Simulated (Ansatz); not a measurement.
Cost and result by functional for the surface energy of the (11-22) surface of hcp Sc in its 1x1 cell, outermost plane spacing 1.40 Å in the ideal cut, in Ansatz (plane waves, PAW). Single points on the PBE structure, on one kind of machine; costs are rough ratios of the slab run's core time (references not counted) to the cheapest single point. r2SCAN's cost holds its higher cutoff (500 against 420 eV). Differences are taken against r2SCAN for comparison alone: no measured value is at hand, so the table doesn't rank accuracy.

Model: 16-atom slab, 9.8 Å thick at the start (thin: gaps and levels are the slab's own), 7x6x1 mesh, Fermi-Dirac 0.1 eV, dipole correction, all atoms relaxed; start symmetry kept, larger cells not searched; no spin, no spin-orbit, no U. These notes are the PBE run's.

```json
[
 {"functional": "PBEsol", "relative cost": "1", "surface energy (J/m²)": "1.44", "less r2SCAN (J/m²)": "0.00"},
 {"functional": "LDA", "relative cost": "1", "surface energy (J/m²)": "1.48", "less r2SCAN (J/m²)": "0.04"},
 {"functional": "RPBE", "relative cost": "1", "surface energy (J/m²)": "1.25", "less r2SCAN (J/m²)": "-0.19"},
 {"functional": "r2SCAN", "relative cost": "2", "surface energy (J/m²)": "1.43", "less r2SCAN (J/m²)": "0.00"},
 {"functional": "PBE (the relaxed run's value)", "relative cost": "–", "surface energy (J/m²)": "1.34", "less r2SCAN (J/m²)": "-0.10"}
]
```

The values span 0.23 J/m², while the single points' costs differ by a factor of roughly 2. Differences are of unrounded values.

Ansatz is an electronic-structure program.
